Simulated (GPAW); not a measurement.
Several settings converged on NiAl (P4mm, 2 atoms in the cell)

```yaml
crystal:
  lattice:
    - [2.88133, 0.00000, 0.00000]
    - [0.00000, 2.88133, 0.00000]
    - [0.00000, 0.00000, 2.88133]
  atoms:
    - { symbol: Al, position: [0.50000, 0.50000, 0.51735] }
    - { symbol: Ni, position: [0.00000, 0.00000, 0.00000] }
```

Base method: LDA (Perdew-Wang 92), GPAW PAW datasets LDA (gpaw-data 1.0.1) (plane waves; GPAW).

Base settings: mode = pw; ecut = 850 eV; xc = LDA; kpts = 5 5 5; mesh shift (steps) = 0 0 0; occupations.name = fermi-dirac; occupations.width = 0.1 eV; nbands = -10; convergence.density = 1e-05 e/electron; symmetry.symmorphic = false.

The count of work is k-points × plane waves × bands × iterations; it is no time. Core times come from one kind of shared machine, to one figure; runs under 30 s give none.

**The k-point mesh**

The second cell is the first with its lattice scaled by 0.98.

Only quantities that move along the ladder and can be compared are tabulated.

| kpts | free energy less the last step's (meV/atom) | energy of the compressed cell less the first (meV/atom) | pressure (GPa) | largest difference of a force vector from the last step's (eV/Å) | count of work / last | core time / last (rough) |
|---|---|---|---|---|---|---|
| 2 2 2 | -6.68 | 6.29 | -4.21 | 0.077 | 0.010 | – |
| 4 4 4 | -21.60 | -15.47 | -8.54 | 0.007 | 0.031 | – |
| 5 5 5 | 12.17 | -7.96 | -6.92 | 0.002 | 0.029 | – |
| 7 7 7 | -5.52 | -11.42 | -7.63 | 0.000 | 0.072 | – |
| 9 9 9 | 1.76 | -11.07 | -7.56 | 0.000 | 0.12 | – |
| 11 11 11 | 0.70 | -10.28 | -7.40 | 0.001 | 0.21 | 0.4 |
| 13 13 13 | -0.79 | -11.05 | -7.57 | 0.000 | 0.37 | 0.7 |
| 15 15 15 | 0.32 | -10.77 | -7.50 | 0.000 | 0.49 | 1.0 |
| 18 18 18 | 0.00 | -10.79 | -7.51 | 0.000 | 1.0 | 1 |

Coarsest kpts that holds the forces within 0.005 eV/Å of the last step, with all finer ones: 5 5 5, at 0.029 of the last step's count of work; the step before is off by 0.007 eV/Å.

Coarsest kpts that holds the free energy within 1 meV/atom of the last step, with all finer ones: 11 11 11, at 0.21 of the last step's count of work and about 0.4 of the last step's time; the step before is off by 1.8 meV/atom.

Coarsest kpts that holds the pressure within 0.1 GPa of the last step, with all finer ones: 13 13 13, at 0.37 of the last step's count of work; the step before is off by 0.11 GPa.

The energy difference between the two cells stays within 1 meV/atom of the last step's from 7 7 7 on, the total only from 11 11 11 on: much of the error is common to both cells and cancels.

**The k-point mesh at a smearing width of 0.3 eV**

In this ladder: occupations.width = 0.3 eV.

Only quantities that move along the ladder and can be compared are tabulated.

```csv
kpts,free energy less the last step's (meV/atom),pressure (GPa),count of work / last,core time / last (rough)
4 4 4,-5.85,-8.05,0.018,–
5 5 5,-7.87,-6.63,0.018,–
6 6 6,6.00,-6.51,0.040,–
7 7 7,0.67,-6.90,0.040,–
9 9 9,0.12,-6.75,0.070,–
12 12 12,-0.01,-6.78,0.21,0.2
18 18 18,0.00,-6.79,0.59,0.5
22 22 22,0.00,-6.79,1.0,1
```

Coarsest kpts that holds the free energy within 0.5 meV/atom of the last step, with all finer ones: 9 9 9, at 0.070 of the last step's count of work; the step before is off by 0.67 meV/atom.

Coarsest kpts that holds the pressure within 0.2 GPa of the last step, with all finer ones: 7 7 7, at 0.040 of the last step's count of work; the step before is off by 0.28 GPa.

**The width of cold smearing**

In this ladder: kpts = 8 8 8; occupations.name = marzari-vanderbilt.

Narrow widths need finer meshes than wide ones, so the last steps can hold mesh noise.

Only quantities that move along the ladder and can be compared are tabulated; pressure and forces are left out, as mesh noise rules them at narrow widths.

| occupations.width | free energy less the last step's (meV/atom) |
|---|---|
| 0.5 eV | 4.70 |
| 0.3 eV | 1.38 |
| 0.2 eV | 0.61 |
| 0.1 eV | 0.00 |

State of the free energy at the end of the ladder: still drifting one way, by 1.4 meV/atom over the last two steps, so the last step is no safe reference.

On the base run: the starting cell has typed, rounded lattice constants, without a prior relaxation at this level. Its lattice was rescaled by up to half a per cent. One atom was moved a little off its site on purpose. Spin polarisation is off. In the base run, with a pressure of about -7 GPa the cell is away from its equilibrium volume at this level. Without a gap this mesh is coarse (it stands for a supercell whose shortest vector is 14 Å).

Left out of this page: 2 runs of the series outside the window shown, repeating another row's setting, or not comparable; 1 run of the series unsound by tests on forces, stress, charge or solver warnings.
